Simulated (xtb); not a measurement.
xtb 6.7.1, GFN2-xTB: Cc1csc(B(c2cc3cc4sccc4cc3s2)c2c(C)cccc2C)c1, 46 atoms. The geometry is a generated start, not checked to be a minimum at this level.

```yaml
method: GFN2-xTB
"--acc": 1 (default)
"--etemp (K)": 300 (default)
detailed input (--input): "none: ANC optimiser, Lindh (1995) Hessian, microcycle=20, maxdispl=1.0, hlow=0.01 (default)"
basis_functions: 145
valence_electrons: 132
```

The structure is relaxed from this start with --opt LEVEL for the levels crude, sloppy, loose, lax, normal, tight, vtight, extreme, once each. Up to the end of the extreme run atoms move by at most 2.2 Å along an axis.

Problem. Which level is enough to come within 1 meV of the tightest end point?

Solution. tight: 86 cycles against 122, ending 0.77 meV above.

```json
[
 {"level": "crude", "cycles": "8", "energy above the extreme run (meV)": "210", "gradient norm (eV/Å)": "0.34"},
 {"level": "sloppy", "cycles": "24", "energy above the extreme run (meV)": "100", "gradient norm (eV/Å)": "0.25"},
 {"level": "loose", "cycles": "45", "energy above the extreme run (meV)": "20", "gradient norm (eV/Å)": "0.063"},
 {"level": "lax", "cycles": "60", "energy above the extreme run (meV)": "4.8", "gradient norm (eV/Å)": "0.068"},
 {"level": "normal", "cycles": "72", "energy above the extreme run (meV)": "1.6", "gradient norm (eV/Å)": "0.021"},
 {"level": "tight", "cycles": "86", "energy above the extreme run (meV)": "0.77", "gradient norm (eV/Å)": "0.0046"},
 {"level": "vtight", "cycles": "122", "energy above the extreme run (meV)": "under 0.01", "gradient norm (eV/Å)": "0.0022"},
 {"level": "extreme", "cycles": "122", "energy above the extreme run (meV)": "—", "gradient norm (eV/Å)": "0.0022"}
]
```
